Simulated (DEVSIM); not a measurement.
Schottky contact on n-type GaN

Structure: Schottky contact on n-type GaN, at 300 K.

```tsv
layer (left to right)	material	thickness (μm)	Nd (cm⁻³)	τn (s)	τp (s)
1	GaN	13.0	9.3e14	8.1e-9	8.1e-9
```

Left contact: Schottky, work function 5.06 eV, emission velocity 3.6e6 cm/s. Right contact: ohmic. Voltage is applied to the left contact. Recombination: SRH at mid-gap. Mobility is μmin + (μ − μmin)/(1 + (N/Nref)^α).

Constants are typed, rounded textbook-type inputs, not results; the design itself was drawn at random and stands for no fabricated device. Values at 300 K.

```tsv
parameter	GaN
gap (eV)	3.43
affinity (eV)	4.1
permittivity	9.5
Nc (cm⁻³)	2.3e18
Nv (cm⁻³)	4.6e19
μn (cm²/Vs)	1200
μp (cm²/Vs)	100
μn,min	55
μp,min	3
Nref,n	2e17
Nref,p	3e17
αn	1
αp	2
```

Model (solved in DEVSIM): 1D drift-diffusion, Boltzmann statistics, complete ionisation; no tunnelling, impact ionisation, image-force lowering or self-heating. Metal contacts follow the ideal Schottky-Mott rule: no Fermi-level pinning, no interface dipoles.

```json
{
 "potential_step_across_the_device_at_zero_bias": "0.758 V",
 "largest_field_in_the_device_at_zero_bias": "16000 V/cm",
 "Dark forward voltage at 1 A/cm²": "0.615 V",
 "Dark forward voltage at 100 A/cm²": "1.461 V"
}
```

Small-signal capacitance in reverse bias (quasi-static):

```csv
V (V),C (nF/cm²)
-0.1,8.68
-0.25,7.99
-0.5,7.13
-0.75,6.50
-1,6.01
-1.5,5.30
-2,4.79
-2.5,4.40
-3.25,3.97
-4,3.64
-5,3.31
```

Dark reverse current:

```json
[
 {"V (V)": "-0.10", "J (A/cm²)": "-8.2e-11"},
 {"V (V)": "-0.25", "J (A/cm²)": "-8.5e-11"},
 {"V (V)": "-0.50", "J (A/cm²)": "-8.6e-11"},
 {"V (V)": "-0.75", "J (A/cm²)": "-8.7e-11"},
 {"V (V)": "-1.00", "J (A/cm²)": "-8.8e-11"},
 {"V (V)": "-1.50", "J (A/cm²)": "-8.9e-11"},
 {"V (V)": "-2.00", "J (A/cm²)": "-9.0e-11"},
 {"V (V)": "-2.50", "J (A/cm²)": "-9.1e-11"},
 {"V (V)": "-3.25", "J (A/cm²)": "-9.2e-11"},
 {"V (V)": "-4.00", "J (A/cm²)": "-9.2e-11"},
 {"V (V)": "-5.00", "J (A/cm²)": "-9.3e-11"}
]
```
